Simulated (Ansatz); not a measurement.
# fcc Al (1 1 1) on zinc-blende BN (1 1 1) (film strained to the substrate, faces as cut)

A periodic stack without vacuum, fcc Al (1 1 1) on zinc-blende BN (1 1 1) (film strained to the substrate, faces as cut): substrate slab B28N28, film Al12, surface cells [[0, -2], [2, -2]] and [[1, -2], [2, -1]], film strained by +3.6 and +3.6 %, faces B/N and Al/Al as cut (like faces can put a slab off its formula).

The start was prepared with a machine-learned potential, and the result is one local minimum, with the in-plane cell held and forces under 0.04 eV/Å; the film can end far from its bulk form.

These are PBE (plane waves to 420 eV, PAW; Ansatz, a first-principles code) values and carry that method's errors. Spin–orbit coupling is left out; the runs are not spin-polarised; PBE gaps are too small against experiment. Its k-point mesh 6×6×1, Fermi–Dirac width 0.05 eV.

interface area: 22.8 Å²
period: 23.83 Å
gaps between the outermost planes at the two interfaces: 1.67 and 1.97 Å
Al–B contacts across the interfaces within 1.22 times the sum of covalent radii: 6, mean 2.43 Å
Al–N contacts across the interfaces within 1.22 times the sum of covalent radii: 4, mean 2.04 Å

```
Al3B7N7
1.0
    5.12613     0.00057     0.04108
    2.56341     4.43857    -0.08357
   -0.12784    -0.00819    23.83799
B N Al
28 28 12
Direct
  0.47785   0.46427   0.04241
  0.98301   0.46590   0.04238
  0.47628   0.97121   0.04236
  0.97931   0.96659   0.04191
  0.13893   0.14530   0.13000
  0.63895   0.14500   0.13000
  0.13934   0.64483   0.13001
  0.63900   0.64524   0.13025
  0.79887   0.82314   0.21791
  0.29899   0.82321   0.21791
  0.79880   0.32332   0.21790
  0.29889   0.32319   0.21791
  0.45873   0.50136   0.30582
  0.95863   0.50135   0.30581
  0.45870   0.00136   0.30584
  0.95869   0.00133   0.30579
  0.11824   0.17953   0.39372
  0.61864   0.17951   0.39375
  0.11851   0.67931   0.39365
  0.61839   0.67962   0.39379
  0.77933   0.85736   0.48171
  0.27720   0.85745   0.48157
  0.77781   0.35862   0.48184
  0.27837   0.35721   0.48157
  0.43567   0.53598   0.56999
  0.94051   0.53562   0.57035
  0.44092   0.02902   0.56850
  0.93526   0.04128   0.57095
  0.14460   0.63642   0.06350
  0.64412   0.63668   0.06278
  0.14342   0.13666   0.06344
  0.64462   0.13590   0.06346
  0.80383   0.31484   0.15157
  0.30406   0.31452   0.15172
  0.80404   0.81441   0.15160
  0.30422   0.81457   0.15159
  0.46389   0.99269   0.23960
  0.96385   0.99272   0.23952
  0.46388   0.49275   0.23958
  0.96379   0.49272   0.23958
  0.12365   0.67077   0.32744
  0.62361   0.67094   0.32752
  0.12354   0.17087   0.32748
  0.62374   0.17085   0.32749
  0.78327   0.34937   0.41547
  0.28354   0.34867   0.41534
  0.78394   0.84896   0.41542
  0.28283   0.84901   0.41534
  0.44410   0.02450   0.50279
  0.94208   0.02964   0.50370
  0.44184   0.52746   0.50325
  0.94450   0.52706   0.50341
  0.09961   0.71247   0.59153
  0.60728   0.69693   0.59097
  0.10964   0.20571   0.59189
  0.59569   0.20556   0.59100
  0.35751   0.23001   0.66181
  0.65662   0.60259   0.67227
  0.03144   0.85485   0.67184
  0.01186   0.56738   0.76464
  0.33185   0.92276   0.76457
  0.67484   0.24289   0.76105
  0.66368   0.92930   0.85837
  0.99822   0.26409   0.85895
  0.33516   0.59096   0.85865
  0.32412   0.28110   0.95675
  0.65370   0.61637   0.95929
  0.99080   0.94369   0.94803
```
